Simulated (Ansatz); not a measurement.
Functionals compared on CO on the 1x1 (110) surface of bcc W, one in a 2x2 cell, started at the site 'top W', in Ansatz (plane waves, PAW). The structure was relaxed with PBE; the other rows are single points on it, each with its references at the same level. Cutoff 420 eV (500 eV for r2SCAN).

Model: 18-atom slab, 6.6 Å thick at the start under the adsorbate (thin: gaps and levels are the slab's own), 6x6x1 mesh, Fermi-Dirac 0.1 eV, dipole correction, 8 atoms held, the rest relaxed; symmetry of the start imposed; no spin, no spin-orbit, no U, no dispersion correction. At the end it is bonded to W. In PBE this state lies 0.06 eV over the lowest of the starts that converged ('hollow W-W-W'). These notes are the PBE run's. Adsorption energies are against CO(g). A negative adsorption energy means that the adsorbate is more stable on the surface than in its reference.

```
functional  adsorption energy (eV)  work function of the top face (eV)  change of the work function (eV)          rough cost of the single point
----------  ----------------------  ----------------------------------  --------------------------------  --------------------------------------
PBE                          -1.81                                5.47                              0.65                                       –
RPBE                         -1.56                                5.35                              0.67  about 70 core-seconds (a rough figure)
r2SCAN                       -1.91                                5.57                              0.68         around 120 core-seconds (rough)
```

Ansatz is a quantum-chemistry and plane-wave program.
